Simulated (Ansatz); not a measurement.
The starting structures come from a database of crystals and need not be the phases stable at ambient conditions.

Given:

```xyz
2
Lattice="3.4438 0.0000 0.0000 0.0000 3.4438 0.0000 1.7219 1.7219 2.4352" Properties=species:S:1:pos:R:3 pbc="T T T"
Be     0.0000     0.0000     0.0000
S      1.7219     3.4438     1.2176
```

The cell is taken as given; by LDA it stands under a pressure of -4.3 GPa.

Transport runs along the normal of the first two printed cell vectors, the (001) plane of the conventional cell.

The gap is the functional's own. No spin-orbit coupling. Mid-gap values are those at the computed energy nearest the middle.

Task: Compute, with LDA in Ansatz (a program for electronic structure), the band gap and the smallest decay constant κ at mid-gap.

Result: Gap 2.92 eV on a 12×12×12 mesh; κ = 0.295 1/Å, at the zone centre.
